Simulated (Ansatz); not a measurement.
Here is the system:

Host crystal: wurtzite GaN, with a band gap (PBE, scalar-relativistic without spin-orbit coupling).

End structure of Cu on the (0001) surface of wurtzite GaN (2x2 Ga adatom at T4; a constructed slab, bottom: 3 H on 4 bottom sites), one in a cell of 36 Å², started at the site 'hollow Ga-Ga-Ga over Ga at depth 2.1 Å':

```yaml
crystal:
  lattice:
    - [6.43695, 0.00000, 0.00000]
    - [-3.21848, 5.57456, 0.00000]
    - [0.00000, 0.00000, 33.00000]
  atoms:
    - { symbol: N, position: [0.33364, 0.16637, 0.32306] }
    - { symbol: N, position: [0.83272, 0.16636, 0.32304] }
    - { symbol: N, position: [0.33364, 0.66728, 0.32304] }
    - { symbol: N, position: [0.83332, 0.66668, 0.32083] }
    - { symbol: Ga, position: [0.16664, 0.33336, 0.34201] }
    - { symbol: Ga, position: [0.67413, 0.34820, 0.34087] }
    - { symbol: Ga, position: [0.15180, 0.82587, 0.34087] }
    - { symbol: Ga, position: [0.67408, 0.82592, 0.34090] }
    - { symbol: N, position: [0.16667, 0.33333, 0.40089] }
    - { symbol: N, position: [0.66667, 0.33333, 0.40089] }
    - { symbol: N, position: [0.16667, 0.83333, 0.40089] }
    - { symbol: N, position: [0.66667, 0.83333, 0.40089] }
    - { symbol: Ga, position: [0.33333, 0.16667, 0.42048] }
    - { symbol: Ga, position: [0.83333, 0.16667, 0.42048] }
    - { symbol: Ga, position: [0.33333, 0.66667, 0.42048] }
    - { symbol: Ga, position: [0.83333, 0.66667, 0.42048] }
    - { symbol: N, position: [0.33311, 0.16689, 0.48007] }
    - { symbol: N, position: [0.83333, 0.16602, 0.48012] }
    - { symbol: N, position: [0.33398, 0.66667, 0.48012] }
    - { symbol: N, position: [0.83289, 0.66711, 0.48017] }
    - { symbol: Ga, position: [0.16633, 0.33367, 0.50034] }
    - { symbol: Ga, position: [0.66636, 0.33230, 0.49970] }
    - { symbol: Ga, position: [0.16770, 0.83364, 0.49970] }
    - { symbol: Ga, position: [0.66621, 0.83379, 0.50008] }
    - { symbol: N, position: [0.16560, 0.33440, 0.56032] }
    - { symbol: N, position: [0.66525, 0.33031, 0.55927] }
    - { symbol: N, position: [0.16969, 0.83475, 0.55927] }
    - { symbol: N, position: [0.66605, 0.83395, 0.55979] }
    - { symbol: Ga, position: [0.33280, 0.16720, 0.57930] }
    - { symbol: Ga, position: [0.83204, 0.16602, 0.58049] }
    - { symbol: Ga, position: [0.33398, 0.66796, 0.58049] }
    - { symbol: Ga, position: [0.83450, 0.66550, 0.57755] }
    - { symbol: N, position: [0.33248, 0.16752, 0.63895] }
    - { symbol: N, position: [0.83028, 0.16412, 0.64104] }
    - { symbol: N, position: [0.33588, 0.66972, 0.64104] }
    - { symbol: N, position: [0.83701, 0.66299, 0.63588] }
    - { symbol: Ga, position: [0.16258, 0.33742, 0.66222] }
    - { symbol: Ga, position: [0.66746, 0.33618, 0.66023] }
    - { symbol: Ga, position: [0.16382, 0.83254, 0.66023] }
    - { symbol: Ga, position: [0.67296, 0.82704, 0.66063] }
    - { symbol: H, position: [0.33201, 0.16799, 0.29198] }
    - { symbol: H, position: [0.83597, 0.16797, 0.29195] }
    - { symbol: H, position: [0.33204, 0.66403, 0.29195] }
    - { symbol: Ga, position: [0.31503, 0.18497, 0.71825] }
    - { symbol: Cu, position: [0.82798, 0.67202, 0.71527] }
```

Model: 45-atom slab, 13.9 Å thick at the start with caps and adatoms under the adsorbate (thin: gaps and levels are the slab's own), 4x4x1 mesh, Fermi-Dirac 0.01 eV, dipole correction, 23 atoms held, the rest relaxed; start symmetry kept, larger cells not searched; spin-polarised, ending with about 0.5 μB a cell, a value that depends on the mesh; orders that need a larger cell were not tried, no spin-orbit, no U, no dispersion correction. The slab shows no gap over 0.04 eV on its mesh. At the end it is bonded to 3 Ga. In PBE this state lies 0.08 eV over the lowest of the starts that converged ('over Ga at depth 1.7 Å #2', where the adsorbate broke or entered a bond of the host).

A negative adsorption energy means that the adsorbate is more stable on the surface than in its reference.

Q: Estimate the change of the step from the bottom to the top vacuum level, against the clean slab that PBE in Ansatz (a first-principles code) returns for this input.

A: -0.48 eV

Q: Predict the adsorption energy against an atom of fcc Cu from PBE.

A: 0.99 eV
